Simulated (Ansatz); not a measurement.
Input and output of a self-consistent single point for LuF3 (P3m1, 4 atoms in the cell) (Ansatz, an electronic-structure program).

Method of the run: PBEsol, default PAW files made with PBE (plane waves; Ansatz).

The change in words: lattice scaled by 0.98; basis.ecutwfc: 420 eV → 630 eV. Reference geometry:
```xyz
4
Lattice="3.8273 0.0000 0.0000 -1.9137 3.3146 0.0000 0.0000 0.0000 4.2198" Properties=species:S:1:pos:R:3 pbc="T T T"
Lu     0.0000     0.0000     2.1599
F      0.0000     2.2097     2.5740
F      1.9137     1.1049     1.6458
F      0.0000     0.0000     0.0000
```

Reference input (self-consistent single point, DFT, PBEsol, plane waves, default PAW files made with PBE): basis.ecutwfc = 420 eV; kpoints.mp_grid.grid = 8 8 6; hamiltonian.xc = pbesol; hamiltonian.pseudopotentials = {kind: paw} (the program's default PAW files); scf.occupations.method = fixed. This run's input differs from it in these lines:

Ansatz 0.2 input:
```diff
@@ -3,5 +3,5 @@
   lattice:
-    - [3.827338, 0.000000, 0.000000]
-    - [-1.913669, 3.314572, 0.000000]
-    - [0.000000, 0.000000, 4.219812]
+    - [3.750791, 0.000000, 0.000000]
+    - [-1.875396, 3.248281, 0.000000]
+    - [0.000000, 0.000000, 4.135416]
   atoms:
@@ -12,3 +12,3 @@
 basis:
-  ecutwfc: 420.0
+  ecutwfc: 630.0
 kpoints:
```

Log, with long lists cut:

```
SCF iter   1: F=—  HF=-17020.271448 eV  |F-HF|=—  |Δ(HF+E_count)|=         —  Δρ=1.54e-2  dr2=7.56e-2  ethr=1.77e-3  ⟨swp⟩=4.5  Hψ=5622  notcnv=0  defer=138
all-band conjugate gradients solve this SCF's bands
preconditioner: auto → Resta (q_TF=auto, 2.687 Å⁻¹)
SCF iter   2: F=—  HF=-17020.249524 eV  |F-HF|=—  |Δ(HF+E_count)|=   2.19e-2  Δρ=2.23e-3  dr2=1.05e-3  ethr=1.64e-4  ⟨swp⟩=2.1  Hψ=2796  notcnv=0  defer=144
   [... lines left out ...]
SCF iter   5: F=—  HF=-17020.249687 eV  |F-HF|=—  |Δ(HF+E_count)|=   1.14e-4  Δρ=1.35e-4  dr2=9.58e-6  ethr=1.34e-7  ⟨swp⟩=2.7  Hψ=2570  notcnv=0  defer=106
SCF iter   6: F=—  HF=-17020.249733 eV  |F-HF|=—  |Δ(HF+E_count)|=   4.59e-5  Δρ=7.50e-5  dr2=2.52e-6  ethr=2.08e-8  ⟨swp⟩=2.5  Hψ=2627  notcnv=0  defer=111
SCF iter   7: F=—  HF=-17020.249733 eV  |F-HF|=—  |Δ(HF+E_count)|=   5.99e-8  Δρ=2.77e-5  dr2=2.11e-7  ethr=5.48e-9  ⟨swp⟩=2.0  Hψ=2214  notcnv=0  defer=118
SCF iter   8: F=-17020.249733 eV  HF=-17020.249733 eV  |F-HF|=3.62e-8  |Δ(HF+E_count)|=   1.54e-7  Δρ=8.23e-6  dr2=4.11e-8  ethr=2.17e-10  ⟨swp⟩=10.5  Hψ=8433  notcnv=0
SCF 1 converged in 8 iterations: F = -17020.249733 eV  dr2 = 4.11e-8
Free energy (F): -17020.249733 eV
Internal energy: -17020.249733 eV  (E = F + TS)
E sigma→0 (E₀):  -17020.249733 eV
Fermi energy:    7.195687 eV
--- Forces (eV/Å), atoms counted from 1 ---
  atom   1  Lu    -0.00000000     0.00000000    -0.88453760
  atom   2  F      0.00000000    -0.00000000     0.42891980
  atom   3  F     -0.00000000     0.00000000    -0.28051761
  atom   4  F      0.00000000    -0.00000000     0.73616244
--- Stress (GPa, compression-positive) ---
       11.852657      -0.000000       0.000000
        0.000000      11.852657      -0.000000
        0.000000      -0.000000      14.842281
  P = ⅓ Tr σ = 12.8492 GPa (128.492 kbar)
  The stress holds the Pulay correction. Without it, at fixed plane waves, as pw.x and ABINIT print it: P = 12.8379 GPa
```

The run converged in 8 iterations. Against the reference run the free energy rises by 34.1 meV/atom, the pressure goes from 3.53 to 12.85 GPa, the largest force goes from 0.692 to 0.885 eV/Å and the gap on the mesh goes from 6.642 to 6.598 eV.

The starting cell comes from a database of computed structures (which also holds hypothetical and non-ambient phases and stackings), without a prior relaxation at this level. Its lattice was rescaled by up to half a per cent. One atom was moved a little off its site on purpose. For this run, on top of that: lattice scaled by 0.98. Spin-orbit coupling is off. Ansatz's pressure includes its estimate of the finite-basis (Pulay) stress.
